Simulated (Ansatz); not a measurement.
Consider ZrC in the rock salt structure (space group Fm-3m, No. 225; a = 4.669 Å; relaxed with 0.1 eV smearing).

Computed with DFT with PBEsol, PAW potentials and a 420 eV plane-wave cutoff in Ansatz (a quantum-chemistry and plane-wave program), spin-orbit coupling left out.

Strains are applied to the cell and any free atomic positions relax.

One change was made to it. Results:

| quantity | base | after |
|---|---|---|
| pressure | 0.0 GPa | 11.7 GPa |
| energy relative to the base (free energy F) | 0 meV/atom | +20 meV/atom |

### Question
Which of these changes matches the shifts?
A. isotropic strain −1.00 %
B. isotropic strain −1.50 %
C. isotropic strain +2.50 %

### Answer
B, isotropic strain −1.50 %. For comparison, the energy relative to the base in the other runs: isotropic strain +2.50 % gives +49 meV/atom; isotropic strain −1.00 % gives +8.7 meV/atom.

Whether these cells are dynamically stable was not tested. All final runs are without spin polarisation.
